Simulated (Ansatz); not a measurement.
**Point defects in GaS**

Base system: a 16-atom supercell of GaS in the beta-GaS type structure (space group P6_3/mmc, No. 194; layered, stacked along the Cartesian z axis) at its relaxed geometry.

```xyz
16
Lattice="5.3860 -3.1096 0.0000 1.7953 3.1096 0.0000 0.0000 0.0000 15.4487" Properties=species:S:1:pos:R:3 pbc="T T T"
Ga     5.3860    -1.0365     2.6381
Ga     1.7953    -1.0365     2.6381
Ga     1.7953     1.0365    10.3625
Ga     5.3860     1.0365    10.3625
Ga     1.7953     1.0365    12.8106
Ga     5.3860     1.0365    12.8106
Ga     5.3860    -1.0365     5.0862
Ga     1.7953    -1.0365     5.0862
S      5.3860    -1.0365     9.2747
S      1.7953    -1.0365     9.2747
S      1.7953     1.0365     1.5503
S      5.3860     1.0365     1.5503
S      1.7953     1.0365     6.1741
S      5.3860     1.0365     6.1741
S      5.3860    -1.0365    13.8984
S      1.7953    -1.0365    13.8984
```

One neutral defect a cell, atoms relaxed at fixed cell.

Method: Kohn–Sham DFT with the PBE-D3(BJ) functional, run in Ansatz (a first-principles code) with PAW and 420 eV plane waves, no SOC.

| change | largest displacement of a host atom from its site in the perfect cell | pressure |
|---|---|---|
| perfect supercell | – | 0.0 GPa |
| Se on a S site, symmetric start | 0.07 Å | 0.7 GPa |
| P on a Ga site, symmetric start | 1.45 Å | 0.0 GPa |
| S on a Ga site (antisite) | 1.10 Å | 1.0 GPa |

The magnetic state is the one reached from the starting moments; the real material's order can differ, and small cells can't hold many antiferromagnetic ones. In so small a cell the defect repeats every few ångströms: this is an ordered compound, not a dilute defect. The mesh was chosen for an insulator and is coarse for the gapless case. Defects with a symmetric start kept the site's symmetry and may sit on a saddle; the others started slightly shaken. Seeded moments were not kept for Se on a S site, P on a Ga site and S on a Ga site (antisite).
